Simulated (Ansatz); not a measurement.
L1₀ (CuAu-type) FePt was calculated with r²SCAN+rVV10 (Ansatz, a quantum-chemistry and plane-wave program, plane waves, PAW).

Run with plane-wave cutoff 560 eV, 20×20×16 k mesh (along the axes of the cell as run), Fermi–Dirac smearing 0.05 eV, spin-polarised with parallel moments, scalar-relativistic PAW data made under PBE.

Shape and atoms are relaxed at each volume.

Pressure at four volumes; x = ln(V/13.754 Å³). One pressure is withheld.

```
V (Å³/atom)        x  P (GPa)
-----------  -------  -------
13.204       -0.0408        ?
13.479       -0.0202     4.82
13.754        0.0000     0.00
14.304        0.0392    -8.08
```

### Question
Pass a parabola P(x) through the three rows shown, estimate the bulk modulus and its pressure derivative near zero pressure, and predict the withheld pressure.

### Answer
Slopes between the rows: (0.00 − (4.82))/(0.0000 − (-0.0202)) = -238.61 and (-8.08 − (0.00))/(0.0392 − (0.0000)) = -206.12 GPa. Their difference over the span 0.0594 is c = 32.49/0.0594 = 547.0 GPa, so P(x) = 4.82 + (-238.61)(x − (-0.0202)) + 547.0 (x − (-0.0202))(x − (0.0000)). At the middle row B = −dP/dx = −[-238.61 + 547.0 × 0.0202] = 227.6 GPa, and B′ = dB/dP = 2c/B = 4.8. At x = -0.0408 the parabola gives 10.20 GPa; the run gives 10.21 GPa. The Birch–Murnaghan fit to the energies at all volumes has B0 = 227 GPa and B′ = 4.9.

Measured, for comparison: bulk modulus 208 GPa (room temperature, not corrected to a static lattice; as tabulated in First-principles calculations on Fe-Pt nanoclusters of various morphologies). Computed (rounded) less measured: bulk modulus +9 %. A static lattice is as a rule a little smaller and stiffer than an uncorrected measurement, which narrows the difference in the bulk modulus and would widen misses of the other sign.

Note: the bulk modulus comes from volumes at which shape and atoms were relaxed.

Spin–orbit coupling is not included.
